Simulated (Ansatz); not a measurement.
The parent structure is KF in the zinc blende structure (space group F-43m, No. 216; a = 5.9502 Å; a hypothetical phase, not in the database extracts checked).

(Cell as relaxed with PBE.)

Levels (all Ansatz, a program for electronic structure, PAW): PBE (420 eV, without spin-orbit coupling); r2SCAN (500 eV, without spin-orbit coupling).

Each level relaxes its own structure.

```tsv
base	PBE	r2SCAN
volume per atom	26.33 Å³	25.32 Å³
lattice parameter a	5.950 Å	5.873 Å
band gap	5.06 eV	5.75 eV
```

One thing is altered: cell and atoms relaxed at a pressure of 45 GPa.

```tsv
quantity	PBE	r2SCAN
electron mass	0.56 mₑ (at Γ)	0.56 mₑ (at Γ)
shift of the gap caused by the change	+1.56 eV	+1.35 eV
lattice parameter a	4.904 Å	4.894 Å
```

PBE's shift of the gap caused by the change lies 0.21 eV above r2SCAN's; PBE's lattice parameter a lies 0.010 Å above r2SCAN's (0.2 %); the two agree on the electron mass. Neither level is exact; r2SCAN is the comparison here, not a measurement.

Load acts through the strain it causes; cell and atoms are relaxed under it. Masses are band curvatures over ±0.01 Å⁻¹ around the edge. Stability against distortions was not tested. Competing high-pressure phases were not computed.
